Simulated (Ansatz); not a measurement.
The parent structure is SnO₂ in the rutile structure (space group P4_2/mnm, No. 136; a = 4.828 Å, c = 3.238 Å). Axes: x, y, z lie along a, b, c of the conventional cell.

Computed with PBE (Ansatz, an electronic-structure program; PAW; 420 eV plane waves; spin-orbit coupling left out).

For the base:

| Property | Value |
|---|---|
| Gap character | direct at Γ |
| Valence-band top at Γ | 0.00, -0.74, -0.74 eV |
| Band gap | 0.68 eV |

It is then changed as follows: the cell is stretched by 2.40 % along z with no lateral relaxation; the atoms relax in the strained cell.

Predict the new gap character.

The gap character remains direct at Γ.

What happens to the valence-band top at Γ?

The valence-band top at Γ (three highest levels, from the VBM) becomes 0.00, -0.69, -0.69 eV (base: 0.00, -0.74, -0.74 eV).

How does this affect the band gap?

The band gap drops by 0.33 eV (0.68 eV → 0.35 eV).

No phonon test of stability was made.
